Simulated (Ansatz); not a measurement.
The starting structures come from a database of crystals and need not be the phases stable at ambient conditions.

 Where the default PAW files enter, the runs use the earlier of Ansatz's two default sets.

The decay constant κ of evanescent states in the gap governs leakage through a thin film.

Data:

```
CELL_PARAMETERS angstrom
      5.17526     0.00000     0.00000
      0.00000     5.17526     0.00000
      0.00000     0.00000     5.33052
ATOMIC_POSITIONS crystal
  Sn 0.00000 0.50000 0.50000
  Sn 0.50000 0.50000 0.00000
  Sn 0.50000 0.00000 0.50000
  Sn 0.00000 0.00000 0.00000
  O  0.66110 0.83890 0.83890
  O  0.33890 0.16110 0.16110
  O  0.83890 0.16110 0.33890
  O  0.16110 0.83890 0.66110
  O  0.16110 0.66110 0.16110
  O  0.83890 0.33890 0.83890
  O  0.33890 0.33890 0.66110
  O  0.66110 0.66110 0.33890
```

Space group of this cell: Pbca. The cell is strained (lengths along the current scaled by 1.03, ions clamped); by r2SCAN its mean pressure is -14.2 GPa.

Transport runs along the normal of the first two printed cell vectors.

The gap is the functional's own. No spin-orbit coupling. Mid-gap values are interpolated on the energy grid.

Problem. Give the band gap and the smallest decay constant κ at mid-gap that r2SCAN run with Ansatz (an electronic-structure program) yields.

Solution. Gap 0.78 eV on a 6×6×6 mesh; κ = 0.099 1/Å, at the zone centre.
